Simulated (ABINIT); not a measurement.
# ABINIT run on Mg2NiH4 (Imm2, 7 atoms in the cell): self-consistent single point

Method of the run: LDA (PW92), PAW (JTH v2.0 LDA PAW) (plane waves; ABINIT).

This input was run:

```
# Mg2NiH4, JTH v2.0 LDA PAW
pp_dirpath "./"
pseudos "Mg.LDA_PW-JTH.xml, Ni.LDA_PW-JTH.xml, H.LDA_PW-JTH.xml"
acell 4.5151104102 4.5151104102 4.5151104102 Angstrom
rprim
        -0.5011228507    0.7008831928    0.5075811645
         0.5011228507   -0.7008831928    0.5075811645
         0.5011228507    0.7008831928   -0.5075811645
natom 7
ntypat 3
znucl 12 28 1
typat 1 1 2 3 3 3 3
xred
         0.7596300000    0.5092900000    0.2503400000
         0.2589500000    0.5092900000    0.7496600000
         0.0384500000    0.0384500000    0.0000000000
         0.1806500000    0.9486000000    0.2320500000
         0.7165500000    0.9486000000    0.7679500000
         0.2568800000    0.9954300000    0.7385500000
         0.2568800000    0.5183300000    0.2614500000
ecut 30
pawecutdg 60
occopt 3
tsmear 0.05 eV
nband 28
kptopt 1
ngkpt 7 7 7
nshiftk 1
shiftk 0 0 0
nstep 60
tolvrs 1.0e-11
prtwf 0
prtden 0
enunit 2
```

Output, abridged:

```
 Symmetries : space group Im m 2 (# 44); Bravais oI (body-center ortho.)

 -outvars: echo values of preprocessed input variables --------
            acell      8.5323221350E+00  8.5323221350E+00  8.5323221350E+00 Bohr
             ecut      3.00000000E+01 Hartree
           enunit           2
              ixc       -1012
         kptrlatt        7    0    0      0    7    0      0    0    7
          kptrlen      5.97262549E+01
            natom           7
            nband          28
            ngfft          45      45      45
          ngfftdg          60      60      60
             nkpt          64
            nstep          60
             nsym           4
           ntypat           3
           occopt           3
        pawecutdg      6.00000000E+01 Hartree
            rprim     -5.0112285070E-01  7.0088319280E-01  5.0758116450E-01
                       5.0112285070E-01 -7.0088319280E-01  5.0758116450E-01
                       5.0112285070E-01  7.0088319280E-01 -5.0758116450E-01
          spgroup          44
           tolvrs      1.00000000E-11
           tsmear      1.83746627E-03 Hartree
            typat      1  1  2  3  3  3  3
           useylm           1
             xred      7.5963000000E-01  5.0929000000E-01  2.5034000000E-01
                       2.5895000000E-01  5.0929000000E-01  7.4966000000E-01
                       3.8450000000E-02  3.8450000000E-02  0.0000000000E+00
                       1.8065000000E-01  9.4860000000E-01  2.3205000000E-01
                       7.1655000000E-01  9.4860000000E-01  7.6795000000E-01
                       2.5688000000E-01  9.9543000000E-01  7.3855000000E-01
                       2.5688000000E-01  5.1833000000E-01  2.6145000000E-01
            znucl       12.00000   28.00000    1.00000

== DATASET  1 ==================================================================

 Real(R)+Recip(G) space primitive vectors, cartesian coordinates (Bohr,Bohr^-1):
 R(1)= -4.2757416  5.9801612  4.3308460  G(1)=  0.0000000  0.0836098  0.1154509
 R(2)=  4.2757416 -5.9801612  4.3308460  G(2)=  0.1169388  0.0000000  0.1154509
 R(3)=  4.2757416  5.9801612 -4.3308460  G(3)=  0.1169388  0.0836098  0.0000000
 Unit cell volume ucvol=  4.4295241E+02 bohr^3
 Angles (23,13,12)=  1.19851370E+02  9.10041886E+01  1.18994308E+02 degrees

 Coarse grid specifications (used for wave-functions):

 getcut: wavevector=  0.0000  0.0000  0.0000  ngfft=  45  45  45
         ecut(hartree)=     30.000   => boxcut(ratio)=   2.09191

 Fine grid specifications (used for densities):

 getcut: wavevector=  0.0000  0.0000  0.0000  ngfft=  60  60  60
         ecut(hartree)=     60.000   => boxcut(ratio)=   2.01710

   1.87459080E+03                                ecore*ucvol(ha*bohr**3)

_setup2: Arith. and geom. avg. npw (full set) are    3476.843    3476.829

--- !BeginCycle
solver: {iscf: 17, nstep: 60, nline: 4, wfoptalg: 10, }
tolerances: {tolvrs: 1.00E-11, }
...

     iter   Etot(hartree)      deltaE(h)  residm     nres2
 ETOT  1  -297.57048356138    -2.976E+02 6.682E+00 2.027E+01
 ETOT  2  -300.44813572786    -2.878E+00 4.818E-02 7.705E+01
 ETOT  3  -300.36287878644     8.526E-02 2.829E-02 5.772E+00
 ETOT  4  -300.34848399964     1.439E-02 2.669E-03 4.390E+00
 ETOT  5  -300.34444201176     4.042E-03 1.210E-03 1.174E-01
 ETOT  6  -300.34449994178    -5.793E-05 7.581E-04 1.106E-01
   [... 5 lines left out ...]
 ETOT 12  -300.34440817778     2.478E-10 1.135E-04 3.812E-07
 ETOT 13  -300.34440817756     2.146E-10 9.671E-05 3.704E-08
 ETOT 14  -300.34440817754     2.149E-11 5.701E-05 1.215E-09
 ETOT 15  -300.34440817754     1.762E-12 2.634E-05 1.006E-10
 ETOT 16  -300.34440817754     5.684E-14 2.873E-05 7.119E-12

 At SCF step   16       nres2   =  7.12E-12 < tolvrs=  1.00E-11 =>converged.

 Cartesian components of stress tensor (hartree/bohr^3)
  sigma(1 1)=  2.17405868E-04  sigma(3 2)=  0.00000000E+00
  sigma(2 2)=  2.00409388E-04  sigma(3 1)=  0.00000000E+00
  sigma(3 3)=  2.08438323E-04  sigma(2 1)=  0.00000000E+00

 ----iterations are completed or convergence reached----

 reduced coordinates (array xred) for    7 atoms
       0.759630000000      0.509290000000      0.250340000000
       0.258950000000      0.509290000000      0.749660000000
       0.038450000000      0.038450000000      0.000000000000
       0.180650000000      0.948600000000      0.232050000000
       0.716550000000      0.948600000000      0.767950000000
       0.256880000000      0.995430000000      0.738550000000
       0.256880000000      0.518330000000      0.261450000000
 cartesian forces (eV/Angstrom) at end:
    1     -0.00000000000000     0.01819593203141    -0.03794829707243
    2     -0.00000000000000    -0.01819593203141    -0.03794829707243
    3     -0.00000000000000    -0.00000000000000     0.16944047517115
    4     -0.00000000000000    -0.15024388446831     0.02928632422130
    5     -0.00000000000000     0.15024388446831     0.02928632422130
    6      0.12603466115578    -0.00000000000000    -0.07605826473444
    7     -0.12603466115578    -0.00000000000000    -0.07605826473444
 frms,max,avg= 7.6361740E-02 1.6944048E-01   0.000E+00  0.000E+00  1.154E-03 e/A
 length scales=  8.532322135019  8.532322135019  8.532322135019 bohr
              =  4.515110410200  4.515110410200  4.515110410200 angstroms
 Fermi (or HOMO) energy (hartree) =   0.19754   Average Vxc (hartree)=  -0.35842
 Eigenvalues (hartree) for nkpt=  64  k points:
 kpt#   1, nband= 28, wtk=  0.00292, kpt=  0.0000  0.0000  0.0000 (reduced coord)
  -3.59179   -2.57610   -2.57599   -2.15724   -2.15148   -2.14789   -1.37898   -1.37891
  -1.37889   -1.37845   -1.37826   -1.37806   -0.17598    0.01940    0.03095    0.03180
   0.08743    0.09559    0.11991    0.18018    0.18706    0.30958    0.32406    0.32582
   0.34167    0.36418    0.40069    0.40675
      occupation numbers for kpt#   1
   2.00000    2.00000    2.00000    2.00000    2.00000    2.00000    2.00000    2.00000
   2.00000    2.00000    2.00000    2.00000    2.00000    2.00000    2.00000    2.00000
   2.00000    2.00000    2.00000    1.99984    1.99338    0.00000    0.00000    0.00000
   0.00000    0.00000    0.00000    0.00000
 prteigrs : prtvol=0 or 1, do not print more k-points.

 Fermi (or HOMO) energy (eV) =   5.37546   Average Vxc (eV)=  -9.75311
 Eigenvalues (   eV  ) for nkpt=  64  k points:
 kpt#   1, nband= 28, wtk=  0.00292, kpt=  0.0000  0.0000  0.0000 (reduced coord)
 -97.73752  -70.09927  -70.09625  -58.70161  -58.54483  -58.44708  -37.52388  -37.52209
 -37.52162  -37.50965  -37.50432  -37.49891   -4.78872    0.52778    0.84217    0.86533
   2.37904    2.60111    3.26290    4.90303    5.09010    8.42422    8.81817    8.86591
   9.29738    9.90993   10.90320   11.06825
 prteigrs : prtvol=0 or 1, do not print more k-points.

--- !EnergyTerms
comment             : Components of total free energy in Hartree
kinetic             :  3.80632059436038E+01
hartree             :  9.56077384002078E+01
xc                  : -1.03841785525833E+01
Ewald energy        : -1.36656516661602E+02
psp_core            :  4.23203653561555E+00
local_psp           : -2.67952181383406E+02
spherical_terms     : -2.32545006368795E+01
internal            : -3.00344396355044E+02
'-kT*entropy'       : -1.20772233147350E-05
total_energy        : -3.00344408432267E+02
total_energy_eV     : -8.17278698805504E+03
...

-Cartesian components of stress tensor (GPa)         [Pressure= -6.1417E+00 GPa]
- sigma(1 1)=  6.39630040E+00  sigma(3 2)=  0.00000000E+00
- sigma(2 2)=  5.89624676E+00  sigma(3 1)=  0.00000000E+00
- sigma(3 3)=  6.13246615E+00  sigma(2 1)=  0.00000000E+00

 Calculation completed.
```

The run converged in 16 iterations.

The starting cell comes from a database of computed structures (which also holds hypothetical and non-ambient phases and stackings), without a prior relaxation at this level. Spin polarisation is off. With a pressure of about -6 GPa the cell is away from its equilibrium volume at this level.

These are the values that this program gave, and no reference: the one-centre exchange-correlation terms come from a truncated expansion.

Cost on one core of a shared machine: roughly 10 min.
